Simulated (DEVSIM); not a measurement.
**Schottky contact on n-type Ge**

Structure: Schottky contact on n-type Ge, at 300 K.

```csv
layer (left to right),material,thickness (μm),Nd (cm⁻³),τn (s),τp (s)
1,Ge,5.10,7.4e15,5.2e-5,0.0016
2,Ge,1.40,2.5e18,5.2e-5,5.2e-5
```

Left contact: Schottky, work function 4.49 eV, emission velocity 1.7e6 cm/s. Right contact: ohmic. Voltage is applied to the left contact. Recombination: SRH at mid-gap, Auger. Mobility is μmin + (μ − μmin)/(1 + (N/Nref)^α).

The device is made up for the run: typed textbook-type constants, with dimensions and the other settings drawn at random. Values at 300 K.

```
parameter           Ge
-------------  -------
gap (eV)         0.664
affinity (eV)        4
permittivity        16
Nc (cm⁻³)      1.04e19
Nv (cm⁻³)         6e18
μn (cm²/Vs)       3900
μp (cm²/Vs)       1900
μn,min             150
μp,min             100
Nref,n          2.6e17
Nref,p            4e17
αn                0.56
αp                 0.6
Cn (cm⁶/s)       1e-31
Cp (cm⁶/s)       1e-31
```

Model (solved in DEVSIM): 1D drift-diffusion, Boltzmann statistics, complete ionisation; no tunnelling, impact ionisation, image-force lowering or self-heating. Metal contacts follow the ideal Schottky-Mott rule: no Fermi-level pinning, no interface dipoles.

The potential step across the device at zero bias is 0.453 V, the dark forward voltage at 1 A/cm² comes out as 0.107 V and the dark forward voltage at 100 A/cm² comes out as 0.239 V.

Dark reverse current:

```tsv
V (V)	J (A/cm²)
-0.20	-0.016
-0.50	-0.016
-1.00	-0.016
-1.50	-0.016
-2.00	-0.016
-3.00	-0.017
-4.00	-0.017
```

Small-signal capacitance in reverse bias (quasi-static):

| V (V) | C (nF/cm²) |
|---|---|
| -0.2 | 40.9 |
| -0.5 | 32.4 |
| -1 | 25.4 |
| -1.5 | 21.6 |
| -2 | 19.1 |
| -3 | 15.9 |
| -4 | 14.0 |
